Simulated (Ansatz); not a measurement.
Candidates (primitive cells; geometry: relaxed with this functional, without spin-orbit coupling):
A. YS (Fm-3m), a = 3.860 Å, b = 3.860 Å, c = 3.860 Å, α = 60.00°, β = 60.00°, γ = 60.00°
B. LaS (Fm-3m), a = 4.105 Å, b = 4.105 Å, c = 4.105 Å, α = 60.00°, β = 60.00°, γ = 60.00°
C. TiS (P6_3/mmc), a = b = 3.206 Å, c = 6.408 Å, α = β = 90.00°, γ = 120.00°

### Question
Rank these by resistivity at 300 K (highest first), as Ansatz (a program for electronic structure) with PBEsol, DFPT electron-phonon coupling, linearised Boltzmann equation gives it.

### Answer
C (35 μΩ·cm), A (19.6 μΩ·cm), B (13.9 μΩ·cm)

Metals; harmonic phonons alone scatter; means over directions. Halving the electron mesh moves these values by up to 11 %; q meshes are mostly untested. Some of the runs warned that the eigensolver left states short of its tolerance. Spin-orbit coupling is left out.

Formula and space group known from diffraction (Crystallography Open Database), not checked to be the room-temperature form: LaS (Fm-3m), TiS (P6_3/mmc), YS (Fm-3m).
